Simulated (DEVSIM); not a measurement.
Device: Cr/SiO2/p-Ge capacitor, at 300 K.

| layer (left to right) | material | thickness (nm) | Na (cm⁻³) |
|---|---|---|---|
| 1 | SiO2 | 14.0 | - |
| 2 | Ge | 4700 | 1.6e16 |

Metal gate on the left, work function 4.5 eV. Fixed charge at the semiconductor interface 1.7e10 cm⁻² (in units of +e); interface traps 1.6e11 cm⁻² eV⁻¹, uniform in energy, neutral level at 0.3 of the gap above the valence band.

This is a model device: material constants are rounded textbook-type values typed into the input, and sizes, dopings and lifetimes were drawn at random. Values at 300 K.

```
parameter      SiO2       Ge
-------------  ----  -------
gap (eV)          9    0.664
affinity (eV)   0.9        4
permittivity    3.9       16
Nc (cm⁻³)         -  1.04e19
Nv (cm⁻³)         -     6e18
```

DEVSIM, 1D Poisson equation in equilibrium, Boltzmann statistics, complete ionisation; no quantum confinement or tunnelling. Metal contacts follow the ideal Schottky-Mott rule: no Fermi-level pinning, no interface dipoles.

Problem. Give the band bending (positive: bands bend down) and minority sheet density.

Solution. 
```json
[
 {"Vg (V)": "-1.2", "ψs (V)": "-0.150", "minority carriers (cm⁻²)": "< 1e8"},
 {"Vg (V)": "-0.9", "ψs (V)": "-0.134", "minority carriers (cm⁻²)": "< 1e8"},
 {"Vg (V)": "-0.6", "ψs (V)": "-0.110", "minority carriers (cm⁻²)": "< 1e8"},
 {"Vg (V)": "-0.3", "ψs (V)": "-0.072", "minority carriers (cm⁻²)": "< 1e8"},
 {"Vg (V)": "0", "ψs (V)": "0.011", "minority carriers (cm⁻²)": "< 1e8"},
 {"Vg (V)": "0.3", "ψs (V)": "0.175", "minority carriers (cm⁻²)": "< 1e8"},
 {"Vg (V)": "0.6", "ψs (V)": "0.368", "minority carriers (cm⁻²)": "3.0e10"},
 {"Vg (V)": "0.9", "ψs (V)": "0.442", "minority carriers (cm⁻²)": "3.4e11"},
 {"Vg (V)": "1.2", "ψs (V)": "0.472", "minority carriers (cm⁻²)": "7.5e11"},
 {"Vg (V)": "1.5", "ψs (V)": "0.490", "minority carriers (cm⁻²)": "1.2e12"},
 {"Vg (V)": "1.8", "ψs (V)": "0.504", "minority carriers (cm⁻²)": "1.6e12"}
]
```
